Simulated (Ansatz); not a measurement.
The starting structures come from a database of crystals and need not be the phases stable at ambient conditions.

 Where the default PAW files enter, the runs use the earlier of Ansatz's two default sets.

Here is the system:

```xyz
20
Lattice="3.8085 0.0000 0.0000 -1.9042 3.2982 0.0000 0.0000 0.0000 31.1364" Properties=species:S:1:pos:R:3 pbc="T T T"
Zn     0.0000     0.0000    18.6818
Zn     1.9042     1.0994     6.2304
Zn     1.9042     1.0994    24.9091
Zn     0.0000     2.1988    21.7923
Zn     0.0000     0.0000     9.3409
Zn     0.0000     0.0000     0.0000
Zn     0.0000     2.1988    28.0258
Zn     1.9042     1.0994    15.5682
Zn     0.0000     2.1988     3.1167
Zn     0.0000     2.1988    12.4545
S      0.0000     0.0000     2.3383
S      0.0000     0.0000    21.0139
S      0.0000     2.1988    30.3548
S      0.0000     2.1988    14.7898
S      1.9042     1.0994    17.9034
S      0.0000     2.1988    24.1276
S      1.9042     1.0994     8.5625
S      0.0000     2.1988     5.4489
S      0.0000     0.0000    11.6761
S      1.9042     1.0994    27.2443
```

Space group of this cell: P3m1. The cell is taken as given.

Calculation: r2SCAN (plane waves, PAW; Ansatz, a first-principles code).

The current runs along the normal of the first two printed vectors; no spin-orbit coupling. Scaled by the factor s: the length along the current (ions clamped). Meshes 12×12×1 and 12×12 across the current in all rows.

| s | mean pressure (GPa) | band gap (eV) |
|---|---|---|
| 0.97 | 2.8 | ? |
| 1.00 | 0.1 | 2.72 |
| 1.03 | -2.0 | 2.52 |

**Question.** Take the slope of the band gap against ln s from the two given rows, extrapolate to s = 0.97, and say what the run there gives.

**Answer.** Slope = (2.52 − 2.72) / ln 1.03 = -6.77 eV. The line gives 2.72 + (-6.77) × ln 0.97 = 2.93 eV. The run gives 2.80 eV, 0.13 eV under the line, 61 % of the predicted step.
